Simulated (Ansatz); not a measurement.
TiC, response to strain

Base system: TiC in the rock salt structure (space group Fm-3m, No. 225; a = 4.3285 Å; relaxed with 0.1 eV smearing). Axes: x, y, z lie along the cube axes.

Strains are applied to the cell and any free atomic positions relax; under biaxial strain the out-of-plane vector relaxes too; under stress the whole cell relaxes.

The values are results of plane-wave PAW DFT at the r2SCAN level (Ansatz, a program for electronic structure, 500 eV), no SOC, earlier PAW set, not measurements.

Notes on the quantities. pressure: mean of the normal stresses, compression positive; energy relative to the base: free energy F.

| change | space group | pressure | energy relative to the base | volume per atom |
|---|---|---|---|---|
| base | Fm-3m (No. 225) | 0.0 GPa | 0 meV/atom | 10.14 Å³ |
| biaxial strain −1.24 %, plane normal [001], relaxed out of plane | I4/mmm (No. 139) | … | … | … |
| biaxial strain −0.84 %, plane normal [001], relaxed out of plane | I4/mmm (No. 139) | 3.5 GPa | +2.7 meV/atom | 10.01 Å³ |
| biaxial strain +0.84 %, plane normal [001], relaxed out of plane | I4/mmm (No. 139) | -3.2 GPa | +2.6 meV/atom | 10.27 Å³ |
| isotropic strain +5.97 % | Fm-3m (No. 225) | -32.2 GPa | +0.224 eV/atom | 12.06 Å³ |
| uniaxial strain ε_yy = −3.76 % | I4/mmm (No. 139) | 11.6 GPa | +27 meV/atom | 9.76 Å³ |
| uniaxial strain ε_zz = +4.70 % | I4/mmm (No. 139) | -10.1 GPa | +31 meV/atom | 10.61 Å³ |
| uniaxial stress, 2 GPa compression along x | I4/mmm (No. 139) | – | +0.3 meV/atom | 10.11 Å³ |
| tensor shear ε_xz = −1.91 % | Immm (No. 71) | 0.1 GPa | +8.7 meV/atom | 10.13 Å³ |
| uniaxial stress, 3 GPa tension along x | I4/mmm (No. 139) | – | +0.6 meV/atom | 10.18 Å³ |

Question: Complete the table.

Answer: 
- biaxial strain −1.24 %, plane normal [001], relaxed out of plane, pressure: 5.3 GPa
- biaxial strain −1.24 %, plane normal [001], relaxed out of plane, energy relative to the base: +6.0 meV/atom
- biaxial strain −1.24 %, plane normal [001], relaxed out of plane, volume per atom: 9.95 Å³

Beyond what the load breaks, stability against distortions was not tested. All final runs are without spin polarisation.
